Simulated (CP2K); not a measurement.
Input and output of a self-consistent single point for BaIn3Pt (P1, 5 atoms in the cell) (CP2K).

Method of the run: LDA (Pade form), GPW, DZVP-MOLOPT-SR-GTH basis, GTH-PADE potentials (GTH_POTENTIALS) (CP2K).

The change in words: atoms moved at random. Reference geometry:
```
CELL_PARAMETERS angstrom
      6.85796     0.00000     0.00000
      3.38783     5.96274     0.00000
     -5.12290    -2.98137     3.44950
ATOMIC_POSITIONS crystal
  Ba 0.99738 0.99738 0.00000
  In 0.73808 0.23808 0.50000
  In 0.23808 0.73808 0.50000
  In 0.39890 0.39890 0.00000
  Pt 0.62757 0.62757 0.00000
```

Reference input (self-consistent single point, DFT LDA (Pade form), GPW, DZVP-MOLOPT-SR-GTH basis, GTH-PADE potentials (GTH_POTENTIALS)): CUTOFF = 500 Ry; REL_CUTOFF = 50 Ry; SMEAR/METHOD = GAUSSIAN; SIGMA = 0.05 eV; KPOINTS/SCHEME = MONKHORST-PACK 5 5 5; XC_FUNCTIONAL = PADE; Ba/BASIS_SET = DZVP-MOLOPT-SR-GTH; Ba/POTENTIAL = GTH-PADE-q10; In/BASIS_SET = DZVP-MOLOPT-SR-GTH; In/POTENTIAL = GTH-PADE-q13; Pt/BASIS_SET = DZVP-MOLOPT-SR-GTH; Pt/POTENTIAL = GTH-PADE-q18. This run's input differs from it in these lines:

```diff
@@ -70,7 +70,7 @@
       SCALED
-      Ba       0.99738000     0.99738000     0.00000000
-      In       0.73808000     0.23808000     0.50000000
-      In       0.23808000     0.73808000     0.50000000
-      In       0.39890000     0.39890000     0.00000000
-      Pt       0.62757000     0.62757000     0.00000000
+      Ba       0.99744200     1.00793000     0.01168500
+      In       0.72783800     0.21507700     0.47372500
+      In       0.25504500     0.75250500     0.52068200
+      In       0.39127100     0.39219400    -0.01239900
+      Pt       0.62841400     0.63230300     0.00630600
     &END COORD
```

Output, abridged:

```
 SCF WAVEFUNCTION OPTIMIZATION

  Step     Update method      Time    Convergence         Total energy    Change
     1 NoMix/Diag. 0.20E+00      -     1.25555829      -316.0722706228 -3.16E+02
     2 Broy./Diag. 0.20E+00      -     0.02922436      -318.0720162857 -2.00E+00
     3 Broy./Diag. 0.20E+00      -     0.05173253      -317.0632564789  1.01E+00
     4 Broy./Diag. 0.20E+00      -     0.06790791      -315.7852861460  1.28E+00
     5 Broy./Diag. 0.20E+00      -     0.02639145      -315.3478091921  4.37E-01
     6 Broy./Diag. 0.20E+00      -     0.00862912      -315.5042910042 -1.56E-01
   [... 11 lines left out ...]
    18 Broy./Diag. 0.20E+00      -     0.00000578      -315.5369296079 -1.84E-05
    19 Broy./Diag. 0.20E+00      -     0.00000119      -315.5369552928 -2.57E-05
    20 Broy./Diag. 0.20E+00      -     0.00000129      -315.5369475192  7.77E-06
    21 Broy./Diag. 0.20E+00      -     0.00000043      -315.5369418138  5.71E-06
  *** SCF run converged in    21 steps ***

  Overlap energy of the core charge distribution:               0.00000000045103
  Self energy of the core charge distribution:               -504.89014364343495
  Core Hamiltonian energy:                                    134.65846105826711
  Hartree energy:                                              91.92416200303137
  Exchange-correlation energy:                                -37.22925487553943
  Smearing free energy correction:                             -0.00016635612297
  Fermi energy:                                                 0.26318049136830

  Total energy:                                              -315.53694181382440
  Total energy (extrapolated to sigma->0):                   -315.53685863576294

                     Mulliken Population Analysis

   [... lines left out ...]

 STRESS| Analytical stress tensor [bar]
 STRESS|                        x                   y                   z
 STRESS|      x       -8.55110119781E+04  -3.42618397699E+03  -1.01178352081E+03
 STRESS|      y       -3.42618397699E+03  -7.24239242595E+04   3.86656854806E+03
 STRESS|      z       -1.01178352081E+03   3.86656854806E+03  -7.11107204737E+04
 STRESS| 1/3 Trace                                            -7.63485522371E+04
```

The run converged in 21 iterations. Against the reference run the free energy goes up by 14.8 meV/atom, the pressure goes from -7.87 to -7.63 GPa and the largest force goes from 0.633 to 0.763 eV/Å.

The starting cell comes from a database of computed structures (which also holds hypothetical and non-ambient phases and stackings), without a prior relaxation at this level. Its lattice was rescaled by a random factor within 2.5 % of one. For this run, on top of that: atoms moved at random. Spin polarisation is off. Values carry the incompleteness of an atom-centred basis. With a pressure of about -8 GPa the cell is away from its equilibrium volume at this level.

Cost on one core of a shared machine: roughly 2 min.
